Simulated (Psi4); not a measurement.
Psi4 1.11, B3LYP/def2-svpd: W(O)(F)2(OH)2 ([O]=[W]([OH])([OH])([F])[F]), 8 atoms. The geometry is a generated start, not checked to be a minimum at this level.

| Item | Result |
|---|---|
| task | energy |
| method | b3lyp |
| basis | def2-svpd |
| memory | 3 GB |
| maxiter | 100 |
| keys of the molecule block | symmetry c1 |
| scf_type | df (default) |
| e_convergence | 1e-06 (default) |
| d_convergence | 1e-06 (default) |
| dft_radial_points | 75 (default) |
| dft_spherical_points | 302 (default) |
| effective core potentials | those of the basis set, past Kr |
| basis functions | 166 |
| grid points | 174287 |

```xyz
8

W      0.2326     0.2220     0.2095
O      1.6978    -0.2329     0.8846
F     -1.3832     0.7734    -0.5820
F      0.3305     2.0584     0.6016
O      0.6144    -0.3765    -1.5609
H      1.3743    -0.8156    -1.9787
O     -0.9480    -0.8047     1.2697
H     -1.9184    -0.8240     1.1561
```

Charge 0 and multiplicity 1 are set for this test and not shown to be the ground state.

With the defaults (diis = true, scf_initial_accelerator = adiis, damping_percentage = 0, guess = auto, which took SAD, level_shift = 0, level_shift_cutoff = 0.01, diis_max_vecs = 10, diis_start = 1, soscf = false, soscf_start_convergence = 0.01) it converges in 12 SCF iterations. One run each on 2 threads, with these changes:
- guess = sap
- diis = false, scf_initial_accelerator = none, damping_percentage = 60
- guess = core
- diis_max_vecs = 6
- soscf = true, soscf_start_convergence = 0.1
- damping_percentage = 20
- level_shift = 0.1, level_shift_cutoff = 0.001
- diis_start = 4
- guess = gwh

### Question
Name the settings that don't reach the solution of the defaults.

### Answer
No convergence: diis = false, scf_initial_accelerator = none, damping_percentage = 60 (the run ends without SCF convergence in 100 iterations). The rest reach the solution of the defaults.

| setting | SCF iterations | JK calls | end |
|---|---|---|---|
| soscf = true, soscf_start_convergence = 0.1 | 7 | 28 | same solution |
| the defaults | 12 | 13 | same solution |
| level_shift = 0.1, level_shift_cutoff = 0.001 | 12 | 13 | same solution |
| diis_max_vecs = 6 | 13 | 14 | same solution |
| guess = core | 15 | 15 | same solution |
| guess = gwh | 16 | 16 | same solution |
| guess = sap | 16 | 16 | same solution |
| damping_percentage = 20 | 20 | 21 | same solution |
| diis_start = 4 | 20 | 21 | same solution |
| diis = false, scf_initial_accelerator = none, damping_percentage = 60 | 100 | 101 | no convergence |

An SOSCF iteration holds several JK calls; a Hückel guess adds calls on atoms. 1 further run of the study ended by our limits or in an error and is left out.
